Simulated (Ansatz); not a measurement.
Consider interstitial H in amorphous Al32O48 (a melt-quenched model of 80 atoms), charge state +1. The step: a concerted move, in which O travels most (a rearrangement that moves the defect's centre by under 1 Å); the atom moves 0.74 Å along (0.02, 0.04, 0.06) of the unit cell; the moving atom starts with neighbours Al at 1.85, Al at 1.93; H at 0.98 Å and ends with Al at 1.84, Al at 1.88; H at 0.98 Å. DFT values are from Ansatz (plane-wave PAW, 420 eV unless said) in a cell of 80 host sites, spin-restricted, static, with no finite-size correction. The charge state is imposed; whether it is stable for some Fermi level was not computed. Sites that were not tried may lie lower. The start lies 0.95 eV above the lowest site run (PBE). For the PBE band: the saddle point's order was not checked.

```tsv
Level	Forward barrier (eV)	Cost of the band or of the saddle's single point
CHGNet universal potential (has no charge state), its own band	0.16	-
PBE, the Γ point alone, band relaxed	0.17	roughly 17 core-minutes
PBE, a 2×2×2 k-point mesh shifted by half a step, same geometries	0.17	very roughly 2.3 core-minutes
r2SCAN at 500 eV, the Γ point alone, same geometries	0.22	roughly 70 core-seconds
HSE06, Γ point alone, same geometries	…	roughly 5 core-minutes
```

Question: Complete the blanks.

Answer: 
- HSE06, Γ point alone, same geometries, Forward barrier (eV): 0.25

Ansatz is a program for electronic structure.
